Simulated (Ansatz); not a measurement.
Ba2CuO2Br (R-3m, No. 166, 6 atoms in the cell; start COD 2002478), treated with r²SCAN+rVV10 (Ansatz, a first-principles code, PAW).

Numerical settings: plane-wave cutoff 560 eV, 10×10×10 k mesh, Fermi–Dirac smearing 0.01 eV, no spin polarisation, scalar-relativistic PAW data made under PBE.

Cell (relaxed at this level):

```cif
data_Ba6Br3Cu3O6
_chemical_formula_sum 'Ba6 Cu3 Br3 O6'
_space_group_name_H-M_alt 'R-3m :H'
_space_group_IT_number 166
_space_group_name_Hall '-R 3 2"'
_cell_length_a 4.28386
_cell_length_b 4.28386
_cell_length_c 29.06548
_cell_angle_alpha 90.000
_cell_angle_beta 90.000
_cell_angle_gamma 120.000
loop_
_atom_site_label
_atom_site_type_symbol
_atom_site_symmetry_multiplicity
_atom_site_Wyckoff_symbol
_atom_site_fract_x
_atom_site_fract_y
_atom_site_fract_z
_atom_site_occupancy
Ba1 Ba 6 c 0.00000 0.00000 0.25158 1
Cu1 Cu 3 b 0.00000 0.00000 0.50000 1
Br1 Br 3 a 0.00000 0.00000 0.00000 1
O1 O 6 c 0.00000 0.00000 0.43859 1
```
(The calculation used a cell of 6 atoms; values per cell refer to that cell.)

Q: What does this level give for the band gap and direct gap at Γ?

A: 
band gap: 2.49 eV
direct gap at Γ: 3.12 eV

Note: the relaxation could not lower the start's symmetry, so a distorted cell can lie lower.

Spin–orbit coupling is not included.

Computed values are for the static lattice.

Computing time: about 2.4 core-minutes (a rough figure).
